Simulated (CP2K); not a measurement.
## Cost against accuracy: CUTOFF for Rb₈SbO₃ (Pm-3m, 12 atoms in the cell)

Cell: a = 7.4475 Å, b = 7.4475 Å, c = 7.4475 Å, α = 90.00°, β = 90.00°, γ = 90.00°.

Method: PBEsol, GPW, DZVP-MOLOPT-SR-GTH basis, GTH-PBE potentials (GTH_POTENTIALS) in CP2K.

Base settings: CUTOFF = 500 Ry; REL_CUTOFF = 50 Ry; SMEAR/METHOD = MARZARI_VANDERBILT; SIGMA = 0.1 eV; KPOINTS/SCHEME = MONKHORST-PACK 3 3 3; XC_FUNCTIONAL = PBE:PBESOL; Rb/BASIS_SET = DZVP-MOLOPT-SR-GTH-q9; Rb/POTENTIAL = GTH-PBE-q9; Sb/BASIS_SET = DZVP-MOLOPT-SR-GTH-q5; Sb/POTENTIAL = GTH-PBE-q5.

Misses are taken against the tightest run, 1000 Ry, which need not be fully converged itself. The energy is the free energy per atom.

Core times come from one kind of shared machine and are given to one figure; runs under 30 s give none.

The starting cell comes from a database of computed structures (which also holds hypothetical and non-ambient phases and stackings), without a prior relaxation at this level. Values carry the incompleteness of an atom-centred basis. The potentials were made for another functional than the one used.

The runs (CUTOFF): 200 Ry | 250 Ry | 300 Ry | 350 Ry | 400 Ry | 450 Ry | 500 Ry | 580 Ry | 650 Ry | 750 Ry | 880 Ry | 1000 Ry.

Which is the coarsest setting among those run that, with all tighter ones, holds the energy within 1 meV/atom of the reference, and what does it save?

450 Ry, off by 0.85 meV/atom; its saving against the reference is no more than about a factor of 2 in time.

```tsv
CUTOFF	energy less reference (meV/atom)	core time / reference (rough)
200 Ry	-3.85	0.4
250 Ry	-3.96	0.3
300 Ry	-2.14	0.4
350 Ry	-1.21	0.5
400 Ry	-1.21	0.4
450 Ry	-0.85	0.5
500 Ry	-0.47	0.5
580 Ry	-0.47	0.5
650 Ry	-0.26	0.6
750 Ry	0.16	0.7
880 Ry	0.12	0.7
1000 Ry	0.00	1
```
